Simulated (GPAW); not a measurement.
A user runs GPAW on YSi2Pd2 (I4/mmm, 5 atoms in the cell) and asks whether the run is sound. The aim is a self-consistent single point with DFT LDA (Perdew-Wang 92), plane waves, GPAW PAW datasets LDA (gpaw-data 1.0.1).

Cell that was meant: a = 5.7603 Å, b = 5.7603 Å, c = 5.7603 Å, α = 137.90°, β = 137.90°, γ = 61.06°.

Part of the input:

```python
            xc='LDA',
            kpts={'size': (6, 6, 6), 'gamma': True},
            occupations={'name': 'methfessel-paxton', 'width': 0.1, 'order': 0},
            nbands=26,
            convergence={'density': 1e-05},
            symmetry={'symmorphic': False, 'tolerance': 0.0005},
            maxiter=150,
```

Output (repeated stretches shortened):

```
Input parameters:
  convergence: {density: 1e-05}
  kpts: {gamma: True,
         size: (6, 6, 6)}
  maxiter: 150
  mode: {ecut: 550.0,
   [... lines left out ...]
   4 Pd     2.069175    0.000000    2.480828    ( 0.0000,  0.0000,  0.0000)

Unit cell:
           periodic     x           y           z      points  spacing
  1. axis:    yes   -2.069175    2.069175    4.961655    32     0.1194
  2. axis:    yes    2.069175   -2.069175    4.961655    32     0.1194
  3. axis:    yes    2.069175    2.069175   -4.961655    32     0.0914

  Lengths:   5.760294   5.760294   5.760294
  Angles:  137.896206 137.896206  61.062001

Effective grid spacing dv^(1/3) = 0.1374
     iter     time        total  log10-change:
                         energy   eigst   dens
iter:   1 --:--:--   -41.037316
iter:   2 --:--:--   -37.212593   -0.28  -1.02
iter:   3 --:--:--   -31.475113   +0.59  -1.08
iter:   4 --:--:--   -32.688129   +0.22  -1.40
iter:   5 --:--:--   -33.271599   -0.28  -1.52
   [... 7 lines left out ...]
iter:  13 --:--:--   -32.540569   -0.88  -2.34
iter:  14 --:--:--   -32.486805   -1.89  -2.26
iter:  15 --:--:--   -32.442811   -1.69  -2.34
iter:  16 --:--:--   -32.446837   -2.40  -2.90
iter:  17 --:--:--   -32.452167c  -2.61  -2.97
   [... lines left out ...]
iter:  64 --:--:--   -32.454729c  -6.53  -5.28c
iter:  65 --:--:--   -32.454729c  -6.63  -5.16c
iter:  66 --:--:--   -32.454729c  -6.77  -5.15c
iter:  67 --:--:--   -32.454730c  -6.76  -5.17c
iter:  68 --:--:--   -32.454730c  -6.83  -4.98
iter:  69 --:--:--   -32.454730c  -6.97  -4.89
iter:  70 --:--:--   -32.454732c  -6.74  -4.92
iter:  71 --:--:--   -32.454729c  -6.52  -4.70
iter:  72 --:--:--   -32.454730c  -7.21  -5.23c
iter:  73 --:--:--   -32.454729c  -6.96  -5.12c
iter:  74 --:--:--   -32.454729c  -6.77  -5.23c
iter:  75 --:--:--   -32.454729c  -7.41c -5.03c
Converged after 75 iterations.

Dipole moment: (0.000000, -0.000000, 0.000000) |e|*Ang

Energy contributions relative to reference atoms: (reference = -381901.468984)

Kinetic:         +2.051680
Potential:       -9.790216
External:        +0.000000
XC:             -24.247025
Entropy (-ST):   -0.006697
Local:           -0.465818
SIC:             +0.000000
--------------------------
Free energy:    -32.458077
Extrapolated:   -32.454729

Showing only first 2 kpts
 Kpt  Band  Eigenvalues  Occupancy
  0    23      7.82564    2.00000
  0    24      7.82564    2.00000
  0    25      8.55752    2.00000

  1    23      7.87427    2.00000
  1    24      8.04926    2.00000
  1    25      8.93982    1.99878

Fermi level: 9.16855

No gap
   [... lines left out ...]
  0 Y     0.00000    0.00000   -0.00000
  1 Si    0.00000    0.00000   -0.26705
  2 Si    0.00000    0.00000    0.26705
  3 Pd   -0.00000   -0.00000    0.00000
  4 Pd   -0.00000   -0.00000    0.00000

Stress tensor:
     0.050610     0.000000    -0.000000
     0.000000     0.050610     0.000000
    -0.000000     0.000000     0.017680
Stress (GPa, Voigt): [ 8.1086  8.1086  2.8327  0.     -0.      0.    ]
```

**Question.** Can these results be used? Check the input.

**Answer.** The run is not sound. The fault is too few bands. The band count has to hold all valence electrons, and a smeared run needs empty bands on top for the tail of the occupations. To fix it, raise the band count or leave it to the default. The run converged in 75 iterations without an error; against the sound input the free energy rises by 34.0 meV/atom, the pressure goes from -6.23 to -6.35 GPa and the largest force goes from 0.345 to 0.267 eV/Å.

The sound input it was made from differs as follows (other fixes are possible):
```diff
-            nbands=26,
+            nbands=-13,
```

With that input, the run converged in 23 iterations: free energy E − TS (from the program's reference atoms) -32.6283 eV; Fermi level (on the code's own zero) 8.89 eV; pressure -6.23 GPa; largest force (vector length) 0.345 eV/Å (DFT LDA (Perdew-Wang 92), plane waves, GPAW PAW datasets LDA (gpaw-data 1.0.1)).

On the sound input: the starting cell comes from a database of computed structures (which also holds hypothetical and non-ambient phases and stackings), without a prior relaxation at this level. Spin polarisation is off. With a pressure of about -6 GPa the cell is away from its equilibrium volume at this level.
